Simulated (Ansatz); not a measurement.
The starting structures come from a database of crystals and need not be the phases stable at ambient conditions.

Here is the system:

```
Cu2NaNbS4
1.0
    5.59512     0.00000     0.00000
    0.00000     7.67299     0.00000
    2.79756     0.00000     9.25698
Na Nb Cu S
2 2 4 8
Cartesian
  6.53023   1.91825   3.14219
  3.73267   5.75474   6.11479
  4.04387   1.91825   7.22081
  1.24631   5.75474   2.03616
  1.33578   0.00000   0.00000
  1.33578   3.83649   0.00000
  6.85425   1.91825   7.33023
  4.05669   5.75474   1.92675
  2.61091   1.91825   5.44125
  5.40847   5.75474   3.81573
  5.43348   0.05686   7.33060
  2.63592   7.61613   1.92638
  5.43348   3.77964   7.33060
  2.63592   3.89335   1.92638
  5.54695   5.75474   0.07591
  8.34451   1.91825   9.18107
```

Space group of this cell: Ama2. The cell is taken as given; by r2SCAN its mean pressure is -1.6 GPa.

Transport runs along the normal of the first two printed cell vectors.

No gap correction and no spin-orbit coupling; mid-gap values are interpolated between computed energies.

**Question.** Predict the band gap and the smallest decay constant κ at mid-gap from r2SCAN (Ansatz, a program for electronic structure).

**Answer.** Gap 1.92 eV on a 6×4×6 mesh; κ = 0.419 1/Å, at the zone centre.
